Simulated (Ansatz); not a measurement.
The reference is Ge in the diamond structure (space group Fd-3m, No. 227; a = 5.6762 Å).

Modification: Si replaces 37.5 % of the Ge, ordered in a cell of 8 atoms (starting symmetry P-4m2) and fully relaxed.

The other end (x = 1) is Si in the diamond structure (space group Fd-3m, No. 227): 20.05 Å³/atom, gap 0.47 eV.

Levels (all Ansatz, an electronic-structure program, PAW): PBEsol (420 eV, no spin-orbit coupling); HSE06 (420 eV, scalar-relativistic without spin-orbit coupling).

The geometry is relaxed with PBEsol.

```
Property          Result
---------------  -------
PBEsol band gap  0.39 eV
```

Question: How does going to HSE06 change the band gap?

Answer: The band gap increases by 0.617 eV, from 0.39 eV to 1.00 eV.

Single points use the geometry relaxed with PBEsol. HSE06 gaps are upper bounds (no full band path). These are small ordered cells, not random alloys; other orderings at the same x differ. Stability against distortions was not tested.
